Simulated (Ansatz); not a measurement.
Consider this model of amorphous Mo₁₆Si₃₂.

```xyz
48
Lattice="8.9186 0.0000 0.0000 0.0000 8.9186 0.0000 0.0000 0.0000 8.9186" Properties=species:S:1:pos:R:3 pbc="T T T"
Mo     7.0928     5.9730     2.5914
Mo     7.7266     0.2296     8.5449
Mo     3.6519     7.9585     7.3405
Mo     3.2850     1.3298     0.5977
Mo     8.7455     8.6592     4.0848
Mo     1.5699     6.3470     5.6218
Mo     7.6652     5.9373     5.3874
Mo     5.1947     5.6314     0.0211
Mo     2.5552     8.0169     2.8253
Mo     5.5651     3.5899     6.0447
Mo     2.6712     3.3818     5.6082
Mo     0.6128     4.0127     3.6896
Mo     2.3592     4.7898     1.2404
Mo     7.8414     1.9528     2.0697
Mo     4.4943     0.8324     4.8909
Mo     0.6817     2.7888     8.1704
Si     6.3358     7.9127     4.5299
Si     6.8536     1.4443     4.4063
Si     5.8165     1.8347     0.5897
Si     0.9534     5.5914     8.2279
Si     6.9800     8.4968     2.0512
Si     7.4289     2.2893     7.1240
Si     3.7808     7.3757     4.9257
Si     2.7497     7.1356     0.5045
Si     8.6885     4.3555     1.2897
Si     1.4375     2.5421     1.8075
Si     3.8328     5.4584     6.6848
Si     4.7109     0.5028     2.4781
Si     8.7012     8.0098     6.4522
Si     2.0351     1.4180     3.9664
Si     3.6019     3.5606     8.2768
Si     1.3999     0.1252     8.0328
Si     0.3939     1.8829     5.5565
Si     5.6541     0.6210     7.0569
Si     5.3264     5.5607     4.5156
Si     0.4156     4.2909     6.2334
Si     4.4632     6.4009     2.2792
Si     5.7776     3.8791     1.8483
Si     7.7747     6.6498     0.2875
Si     7.1272     3.7817     4.0022
Si     7.2515     4.6858     7.6054
Si     3.1378     1.5036     7.0289
Si     0.6175     6.4411     3.2070
Si     0.7320     0.2489     1.4756
Si     4.4524     3.1005     3.7667
Si     2.8501     5.1554     3.7386
Si     6.3025     7.1452     7.1696
Si     5.1814     8.2296     0.3386
```

Method: PBE, scalar-relativistic without spin-orbit coupling (plane waves to 420 eV, PAW; Ansatz, a first-principles code).

The cell was made by melting and quenching with the CHGNet potential and then relaxed with DFT. The hot cell started wider than the set density and was brought back towards it in steps. It is the lowest in DFT energy of 2 quenches. It is a model cell: composition and starting density were chosen by hand, and all elements were melted together. No dispersion term was used. Its density started from a set value of 5.63 and ended at 5.70 g/cm³. The quench (nominally 240 K/ps over its main leg) was far faster than any real one, so the model tends to hold more defects than a real film. One small periodic cell is one sample of the glass; other quenches scatter about these values. The volume was free in the relaxation, at fixed shape. Stress components on the final sampling reach 3.3 GPa. On a 2×2×2 Γ-centred mesh force components of up to 0.27 eV/Å stay, since the relaxation ran on one k-point at (1/4, 1/4, 1/4).

Bonds are counted up to Mo-Mo 3.78 Å, Mo-Si 3.22 Å, Si-Si 2.74 Å.

Q: Give the coordination numbers, mean bond lengths and angles.

A: 
* **Mean coordination of Mo**: 12.94 (4 with 12, 10 with 13, 1 with 14, 1 with 15)
* **Mean coordination of Si**: 7.66 (7 with 6, 5 with 7, 15 with 8, 2 with 9, 3 with 10)
* **Mean Mo-Si bond**: 2.638 Å (spread 0.160 Å, 135 counted)
* **Mean Si-Si bond**: 2.549 Å (spread 0.092 Å, 55 counted)
* **Mean Mo-Mo bond**: 3.214 Å (spread 0.183 Å, 36 counted)
* **Bond angle at Mo**: mean 95.7°, spread 34.3°
* **Bond angle at Si**: mean 98.3°, spread 32.6°
